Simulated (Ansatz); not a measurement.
Thickness series in SnSe2

Consider SnSe2 in the CdI2 type structure (space group P-3m1, No. 164; layered, stacked along the Cartesian z axis).

```yaml
crystal:
  lattice:
    - [3.84028, 0.00000, 0.00000]
    - [-1.92014, 3.32578, 0.00000]
    - [0.00000, 0.00000, 6.00569]
  atoms:
    - { symbol: Sn, position: [0.00000, 0.00000, 0.00000] }
    - { symbol: Se, position: [0.33333, 0.66667, 0.26533] }
    - { symbol: Se, position: [0.66667, 0.33333, 0.73467] }
```

Free-standing slabs (3 atom(s) a layer) normal to the stacking axis with 15 Å of vacuum; in-plane cell relaxed.

Level of theory: PBE-D3(BJ)/PAW in Ansatz (a quantum-chemistry and plane-wave program), without spin-orbit coupling.

Notes on the quantities. excess energy per area of both faces: slab less bulk energy over the cell's area: twice a surface energy.

```json
[
 {"case": "base", "smallest direct gap": "0.82 eV", "thickness between the outermost nuclei": "–", "band gap": "0.36 eV", "gap character": "–", "excess energy per area of both faces": "–"},
 {"case": "1 layer", "smallest direct gap": "1.12 eV", "thickness between the outermost nuclei": "3.20 Å", "band gap": "0.76 eV", "gap character": "indirect, Γ–M (25 % along) → M", "excess energy per area of both faces": "0.36 J/m²"},
 {"case": "2 layers", "smallest direct gap": "0.93 eV", "thickness between the outermost nuclei": "9.19 Å", "band gap": "0.65 eV", "gap character": "indirect, Γ–M (25 % along) → M", "excess energy per area of both faces": "0.37 J/m²"},
 {"case": "3 layers", "smallest direct gap": "0.93 eV", "thickness between the outermost nuclei": "15.20 Å", "band gap": "0.64 eV", "gap character": "indirect, K–Γ (67 % along) → M", "excess energy per area of both faces": "0.37 J/m²"}
]
```

Slab and bulk use different k-meshes, which limits the precision of the excess energy. No phonon test of stability was made.
